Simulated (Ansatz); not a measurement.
**GeSe (model structure, started from the beta GaS type, P6₃/mmc, No. 194, 8 atoms in the cell)**

Computed with PBEsol in Ansatz (plane waves, PAW).

Numerical settings: plane-wave cutoff 500 eV, 12×12×4 k mesh (along the axes of the cell as run), Fermi–Dirac smearing 0.05 eV, scalar-relativistic PAW data made under PBE.

Cell (relaxed at this level):

```
CELL_PARAMETERS angstrom
      3.59624     0.00000     0.00000
     -1.79812     3.11444     0.00000
      0.00000     0.00000    20.71298
ATOMIC_POSITIONS crystal
  Ge 0.33333 0.66667 0.15092
  Ge 0.66667 0.33333 0.65092
  Ge 0.66667 0.33333 0.84908
  Ge 0.33333 0.66667 0.34908
  Se 0.33333 0.66667 0.58107
  Se 0.66667 0.33333 0.08107
  Se 0.66667 0.33333 0.41893
  Se 0.33333 0.66667 0.91893
```

```json
{
  "band_gap": "0.87 eV (on the SCF k mesh)"
}
```

Note: the relaxation could raise the start's symmetry but not lower it, so the cell can be a saddle point; the cell has widely spaced layers and the level no dispersion term, so their spacing and the moduli can rest on weak binding.

Spin–orbit coupling is not included.

A model structure was made by putting elements into a prototype or built by hand; it is no filed structure, need not be a known phase, and can be a saddle point held by its symmetry.

Ansatz is a program for electronic structure.
